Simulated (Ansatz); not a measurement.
# CoCl$_{3}$ in the ReO3 type structure (space group Pm-3m, No. 221; ferromagnetic; a hypothetical phase, not in the database extracts checked)

```
CoCl3
1.0
    4.65373     0.00000     0.00000
    0.00000     4.65373     0.00000
    0.00000     0.00000     4.65373
Co Cl
1 3
Direct
  0.00000   0.00000   0.00000
  0.50000   0.00000   0.00000
  0.00000   0.00000   0.50000
  0.00000   0.50000   0.00000
```

All numbers come from PBE (Ansatz, a quantum-chemistry and plane-wave program), no spin-orbit coupling. Γ-centred 10×10×10 mesh, Fermi–Dirac width 0.05 eV.

| Quantity | Value |
|---|---|
| Volume per atom | 25.20 Å³ |
| Density | 2.72 g/cm³ |
| Band gap | zero |
| Magnetic state | ferromagnetic |
| Total energy | -2091.415 eV/atom (σ→0; compares only within this code and set-up) |

Whether these cells are dynamically stable was not tested. No Hubbard U is applied and the magnetic state is the run's own (CoCl3 ferromagnetic); small cells can't hold the antiferromagnetic order that many such compounds have, so gaps and moments can be off.
